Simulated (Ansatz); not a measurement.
WRe (model structure, started from the CsCl type, Pm-3m, No. 221, 2 atoms in the cell), treated with LDA (Ansatz, a quantum-chemistry and plane-wave program, plane waves, PAW).

Numerical settings: plane-wave cutoff 520 eV, 18×18×18 k mesh, Fermi–Dirac smearing 0.05 eV, no spin polarisation, scalar-relativistic PAW data made under PBE.

Cell (relaxed at this level):

```yaml
crystal:
  lattice:
    - [3.10125, 0.00000, 0.00000]
    - [0.00000, 3.10125, 0.00000]
    - [0.00000, 0.00000, 3.10125]
  atoms:
    - { symbol: W, position: [0.00000, 0.00000, 0.00000] }
    - { symbol: Re, position: [0.50000, 0.50000, 0.50000] }
```

Task: Predict the bulk modulus.

Result: 
- bulk modulus: 368 GPa

Note: the run has no spin polarisation, so it can have missed a magnetic state; the bulk modulus is −V dP/dV from two relaxed cells at ±2 % in volume; the relaxation could raise the start's symmetry but not lower it, so the cell can be a saddle point.

Spin–orbit coupling is not included.

Computed values are for the static lattice.

A model structure was made by putting elements into a prototype or built by hand; it is no filed structure, need not be a known phase, and can be a saddle point held by its symmetry.
